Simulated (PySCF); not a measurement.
PySCF 2.14.0, unrestricted PBE0/def2-tzvp, df: [Ga]=[As], charge 0, multiplicity 3, 2 atoms. The geometry is a generated start, not checked to be a minimum at this level.

| Property | Result |
|---|---|
| task | energy |
| method | pbe0 |
| basis | def2-tzvp |
| two-electron scheme | density fitting |
| mol.max_memory | 3000 MB |
| mf.max_cycle | 100 |
| mf.init_guess | minao (default) |
| mf.DIIS | CDIIS (default) |
| mf.conv_tol | 1e-09 (default) |
| mf.grids.level | 3 (default) |
| basis functions | 96 |
| grid points | 41328 |

```xyz
2

Ga     0.0348    -0.0189    -1.1775
As    -0.0348     0.0189     1.1775
```

Charge 0 and multiplicity 3 are set for this test and not shown to be the ground state.

One run each on 2 threads, 1 BLAS thread. Values of diis_space tried: 3, 5, 8 (default), 12, 20.

Question: Predict the course of the Fock builds along this series.

Answer: Fewest Fock builds, within one of each other: 5 with 15, 8 (default) with 15, 12 with 15, 20 with 15. The count rises to 24 at 3. All converge to one solution.

| diis_space | Fock builds | end |
|---|---|---|
| 3 | 24 | same solution |
| 5 | 15 | same solution |
| 8 (default) | 15 | same solution |
| 12 | 15 | same solution |
| 20 | 15 | same solution |
